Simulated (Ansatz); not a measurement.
# Antifluorite Mg2C (high-pressure phase): Voigt–Reuss–Hill shear modulus by level of theory

No measured value is used here.

| level (code) | value (GPa) | cell (Å³/atom) |
|---|---|---|
| LDA (Ansatz) | 89.9 | 12.81 |
| PBE (Ansatz) | 78.5 | 13.56 |
| PBEsol (Ansatz) | 82.7 | 13.29 |
| r²SCAN (Ansatz) | 88.6 | 13.29 |

Each level is taken at its own relaxed cell. Cutoffs differ between the levels. Ansatz's density-functional and Hartree–Fock values are scalar-relativistic unless marked +SOC, with PAW data made under PBE.

Ansatz is a program for electronic structure.
